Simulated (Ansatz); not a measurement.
We consider fluorite HfO₂ (high-temperature phase), described by PBE+SOC in Ansatz (PAW).

Run with plane-wave cutoff 520 eV, 8×8×8 k mesh, perturbation theory, PAW data made under PBE.

Cell (relaxed at this level):

```
CELL_PARAMETERS angstrom
      0.00000     2.54787     2.54787
      2.54787     0.00000     2.54787
      2.54787     2.54787     0.00000
ATOMIC_POSITIONS crystal
  Hf 0.00000 0.00000 0.00000
  O  0.25000 0.25000 0.25000
  O  0.75000 0.75000 0.75000
```

Task: Give the computed electronic dielectric constant ε∞.

Result: 
- electronic dielectric constant ε∞: 5.30

Note: symmetry holds this phase in the static calculation, where it need not be a minimum; the run finds an imaginary mode (231i cm⁻¹), so the cell is a saddle point at this level.

Computing time: about 40 core-minutes (a rough figure).

Ansatz is a quantum-chemistry and plane-wave program.
